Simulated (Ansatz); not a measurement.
Effective masses and thermopower of monolayer PtSe2

Input:

```yaml
crystal:
  lattice:
    - [3.74798, 0.00000, 0.00000]
    - [-1.87399, 3.24585, 0.00000]
    - [0.00000, 0.00000, 18.98202]
  atoms:
    - { symbol: Pt, position: [0.00000, 0.00000, 0.50000] }
    - { symbol: Se, position: [0.33333, 0.66667, 0.56891] }
    - { symbol: Se, position: [0.66667, 0.33333, 0.43109] }
```

Calculation: HSE06, rigid bands (plane waves, PAW, scalar-relativistic; Ansatz, a first-principles code). Cell: cell and atoms relaxed with PBE.

band gap: 1.94 eV
electron conductivity mass (300 K, dilute): 0.31 mₑ
effective density of states N_c (300 K): 2.0e13 cm⁻²
Seebeck coefficient, n-type 1.9e12 cm⁻², 300 K: -374 μV/K

Rigid bands; masses and Seebeck coefficients take one relaxation time τ for all states and one kind of carrier; polarons and phonon drag are left out. Spin-orbit coupling is left out; with 5d elements it also splits d-like band edges. Geometry: cell and atoms relaxed with PBE.

Model free-standing layer, not matched to a measured one here: monolayer PtSe2.
